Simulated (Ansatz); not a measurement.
How far to go with zone-centre phonons against the mesh: Ta3Re (Fm-3m, 4 atoms in the cell)

```yaml
crystal:
  lattice:
    - [0.00000, 3.25370, 3.25370]
    - [3.25370, 0.00000, 3.25370]
    - [3.25370, 3.25370, 0.00000]
  atoms:
    - { symbol: Ta, position: [0.25000, 0.25000, 0.25000] }
    - { symbol: Ta, position: [0.75000, 0.75000, 0.75000] }
    - { symbol: Ta, position: [0.50000, 0.50000, 0.50000] }
    - { symbol: Re, position: [0.00000, 0.00000, 0.00000] }
```

Method of the run: LDA (PW92), default PAW files made with PBE (plane waves; Ansatz, a program for electronic structure).

Base settings: basis.ecutwfc = 420 eV; kpoints.mp_grid.grid = 9 9 9; hamiltonian.xc = lda; hamiltonian.pseudopotentials = {kind: paw} (the program's default PAW files); scf.occupations.method = fermi_dirac; scf.occupations.width = 0.1 eV.

In this ladder: phonons.method = dfpt.

Frequencies are those of the unrelaxed cell, without the LO-TO term of polar crystals.

Only quantities that move along the ladder and can be compared are tabulated.

Core times come from one kind of shared machine, to one figure; runs under 30 s give none.

The starting cell comes from a database of computed structures (which also holds hypothetical and non-ambient phases and stackings), without a prior relaxation at this level. Its lattice was rescaled by up to half a per cent. Spin polarisation is off. In the base run, with a pressure of about -13 GPa the cell is away from its equilibrium volume at this level.

```csv
kpoints.mp_grid.grid,highest zone-centre frequency (cm⁻¹),lowest optical frequency (cm⁻¹),core time / last (rough)
3 3 3,179.7,156.7,–
4 4 4,167.7,140.0,–
5 5 5,172.8,131.0,–
6 6 6,177.2,144.7,–
7 7 7,176.1,148.6,0.05
8 8 8,175.1,146.4,0.06
10 10 10,175.6,141.8,0.1
13 13 13,175.3,144.1,0.2
16 16 16,175.5,143.7,0.6
20 20 20,175.5,143.6,1
```

Coarsest kpoints.mp_grid.grid that holds the lowest optical frequency within 2 cm⁻¹ of the last step, with all finer ones: 10 10 10, at about 0.1 of the last step's time; the step before is off by 2.8 cm⁻¹.

Coarsest kpoints.mp_grid.grid that holds the highest zone-centre frequency within 5 cm⁻¹ of the last step, with all finer ones: 5 5 5; the step before is off by 7.8 cm⁻¹.

Keys are those of Ansatz 0.2.
